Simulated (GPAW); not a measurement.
**Input and output of a self-consistent single point for ReAu2 (Fd-3m, 6 atoms in the cell) (GPAW)**

Method: PBE, GPAW PAW datasets PBE (gpaw-data 1.0.1) (plane waves; GPAW).

Input:

```python
from ase import Atoms
from ase.units import GPa
from gpaw import GPAW, PW

atoms = Atoms(['Au', 'Au', 'Au', 'Au', 'Re', 'Re'],
              cell=[[0.000000, 3.954831, 3.954831],
                    [3.954831, 0.000000, 3.954831],
                    [3.954831, 3.954831, 0.000000]],
              scaled_positions=[[0.125000, 0.125000, 0.125000],
                                [0.625000, 0.125000, 0.125000],
                                [0.125000, 0.625000, 0.125000],
                                [0.125000, 0.125000, 0.625000],
                                [0.750000, 0.750000, 0.750000],
                                [0.500000, 0.500000, 0.500000]],
              pbc=True)

calc = GPAW(mode=PW(600),
            xc='PBE',
            kpts=(5, 5, 5),
            occupations={'name': 'methfessel-paxton', 'width': 0.272, 'order': 1},
            nbands=-12,
            symmetry={'symmorphic': False, 'tolerance': 0.0005},
            maxiter=150,
            txt='-')

atoms.calc = calc

energy = atoms.get_potential_energy()
print('Energy (eV):', round(energy, 6))
forces = atoms.get_forces()
print('Forces (eV/Ang):')
print(forces.round(5))
stress = atoms.get_stress()
print('Stress (GPa, Voigt):', (stress / GPa).round(4))
```

Output, abridged:

```
Input parameters:
  kpts: [5 5 5]
  maxiter: 150
  mode: {ecut: 600.0,
         name: pw}
  nbands: -12
  occupations: {name: methfessel-paxton,
                order: 1,
                width: 0.272}
  symmetry: {symmorphic: False,
             tolerance: 0.0005}
  xc: PBE

species:
  Au:
    name: Gold
    Z: 79.0
    valence: 11
    core: 68
    charge: 0.0
    file: Au.PBE.gz

    # Using partial waves for Au as LCAO basis

  Re:
    name: Rhenium
    Z: 75.0
    valence: 13
    core: 62
    charge: 0.0
    file: Re.PBE.gz

    # Using partial waves for Re as LCAO basis

Reference energy: -2973768.195469  # eV

Spin-paired calculation

Convergence criteria:
 Maximum [total energy] change in last 3 cyles: 0.0005 eV / valence electron
 Maximum integral of absolute [dens]ity change: 0.0001 electrons / valence electron
 Maximum integral of absolute [eigenst]ate change: 4e-08 eV^2 / valence electron
 Maximum number of scf [iter]ations: 150

Symmetries present (total): 48
Symmetries with fractional translations: 24
125 k-points: 5 x 5 x 5 Monkhorst-Pack grid
10 k-points in the irreducible part of the Brillouin zone
       k-points in crystal coordinates                weights
   0:     0.00000000    0.00000000    0.00000000          1/125
   1:     0.20000000    0.20000000    0.00000000          6/125
   2:     0.20000000    0.20000000    0.20000000          8/125
   [... 7 lines left out ...]

Wave functions: Plane wave expansion
  Cutoff energy: 600.000 eV
  Number of coefficients (min, max): 4108, 4158
  Pulay-stress correction: 0.000000 eV/Ang^3 (de/decut=0.000000)

Occupation numbers: Methfessel-Paxton:
  width: 0.2720  # eV
  order: 1

Eigensolver

Densities:
  Coarse grid: 32*32*32 grid
  Fine grid: 64*64*64 grid
  Total Charge: 0.000000

Density mixing:
  Method: separate
  Backend: pulay
  Linear mixing parameter: 0.05
  old densities: 5
  Damping of long wavelength oscillations: 50

Hamiltonian:
  XC and Coulomb potentials evaluated on a 64*64*64 grid
  External potential:
    NoExternalPotential

XC parameters: PBE with 2 nearest neighbor stencil

Number of atoms: 6
Number of atomic orbitals: 60
Number of bands in calculation: 47
Number of valence electrons: 70
Bands to converge: occupied

Density initialized from atomic densities
  47 bands from LCAO basis set

Atomic positions and initial magnetic moments

Positions:
   0 Au     0.988708    0.988708    0.988708    ( 0.0000,  0.0000,  0.0000)
   1 Au     0.988708    2.966123    2.966123    ( 0.0000,  0.0000,  0.0000)
   2 Au     2.966123    0.988708    2.966123    ( 0.0000,  0.0000,  0.0000)
   3 Au     2.966123    2.966123    0.988708    ( 0.0000,  0.0000,  0.0000)
   4 Re     5.932246    5.932246    5.932246    ( 0.0000,  0.0000,  0.0000)
   5 Re     3.954831    3.954831    3.954831    ( 0.0000,  0.0000,  0.0000)

Unit cell:
           periodic     x           y           z      points  spacing
  1. axis:    yes    0.000000    3.954831    3.954831    32     0.1427
  2. axis:    yes    3.954831    0.000000    3.954831    32     0.1427
  3. axis:    yes    3.954831    3.954831    0.000000    32     0.1427

  Lengths:   5.592976   5.592976   5.592976
  Angles:   60.000000  60.000000  60.000000

Effective grid spacing dv^(1/3) = 0.1557

     iter     time        total  log10-change:
                         energy   eigst   dens
iter:   1 --:--:--   -30.557955
iter:   2 --:--:--   -29.385218   -1.61  -1.28
iter:   3 --:--:--   -28.937181   -2.31  -1.33
iter:   4 --:--:--   -28.137584   -1.16  -1.36
iter:   5 --:--:--   -27.992116   -1.94  -1.77
iter:   6 --:--:--   -28.001606   -2.69  -2.04
iter:   7 --:--:--   -27.916479   -2.34  -2.06
iter:   8 --:--:--   -27.907737   -3.27  -2.55
iter:   9 --:--:--   -27.907831c  -4.35  -3.22
iter:  10 --:--:--   -27.907809c  -5.19  -3.29
iter:  11 --:--:--   -27.907779c  -5.31  -3.35
iter:  12 --:--:--   -27.907755c  -5.35  -3.38
iter:  13 --:--:--   -27.907741c  -5.29  -3.45
iter:  14 --:--:--   -27.907724c  -6.12  -3.85
iter:  15 --:--:--   -27.907731c  -6.90  -3.90
iter:  16 --:--:--   -27.907726c  -6.40  -3.90
iter:  17 --:--:--   -27.907725c  -7.05  -4.36c
iter:  18 --:--:--   -27.907724c  -7.44c -4.57c

Converged after 18 iterations.

Dipole moment: (-26.638734, -26.638734, -26.638734) |e|*Ang

Energy contributions relative to reference atoms: (reference = -2973768.195469)

Kinetic:       -110.952308
Potential:      +92.525936
External:        +0.000000
XC:             -10.144322
Entropy (-ST):   +0.030417
Local:           +0.642692
SIC:             +0.000000
--------------------------
Free energy:    -27.897585
Extrapolated:   -27.907724

Showing only first 2 kpts
 Kpt  Band  Eigenvalues  Occupancy
  0    33      7.23415    2.00149
  0    34      7.23415    2.00149
  0    35      7.93205    1.05167
  0    36      8.47548   -0.01774

  1    33      7.52262    2.05206
  1    34      7.52262    2.05206
  1    35      8.33723   -0.05886
  1    36      8.34564   -0.05619

Fermi level: 7.94036

No gap
No difference between direct/indirect transitions
Energy (eV): -27.907724

Forces in eV/Ang:
  0 Au   -0.00000   -0.00000    0.00000
  1 Au    0.00000   -0.00000    0.00000
  2 Au    0.00000    0.00000   -0.00000
  3 Au   -0.00000    0.00000   -0.00000
  4 Re    0.00000    0.00000   -0.00000
  5 Re   -0.00000   -0.00000    0.00000

Stress tensor:
     0.121862     0.000000     0.000000
     0.000000     0.121862    -0.000000
     0.000000    -0.000000     0.121862
Stress (GPa, Voigt): [19.5245 19.5245 19.5245 -0.      0.      0.    ]
```

The run converged in 18 iterations. GPAW prints stress with tension positive.

The starting cell was generated: these elements placed on a structure prototype, without a prior relaxation; it need not be a known phase or ordering of this composition. Its lattice was rescaled by a random factor within 2.5 % of one. Spin-orbit coupling is off. Spin polarisation is off. With a pressure of about -20 GPa the cell is away from its equilibrium volume at this level.

Cost on one core of a shared machine: roughly 70 s.
